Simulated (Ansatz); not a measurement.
We consider AlB2-type MgB₂, described by LDA in Ansatz (PAW).

Run with plane-wave cutoff 520 eV, 24×24×18 k mesh (along the axes of the cell as run), Fermi–Dirac smearing 0.087 eV (set by the program), scalar-relativistic PAW data made under PBE.

Computed at the level's own relaxed cell.

Hill averages of the elastic tensor: K = 159.8 GPa, G = 129.2 GPa. Volume 9.192 Å³/atom, mean atomic mass 15.309 u.

**Question.** Work out the density, the sound velocities of a polycrystal and the elastic Debye temperature, and Pugh's ratio at this level.

**Answer.** ρ = 1.66054 × 15.309/9.192 = 2.766 g/cm³. v_l = √[(K + 4G/3)/ρ] = 10.957 km/s and v_t = √(G/ρ) = 6.834 km/s. The mean follows from 3/v_m³ = 1/v_l³ + 2/v_t³: v_m = 7.530 km/s. Θ_D = (ħ/k_B) v_m (6π²/V)^(1/3) = 76.38 K Å s/km × 7.530 × 1.8607 Å⁻¹ = 1070 K, counting all atoms of the cell. K/G = 1.24, to be set beside Pugh's rough bound of 1.75 between brittle and ductile metals.

Ansatz is a first-principles code.
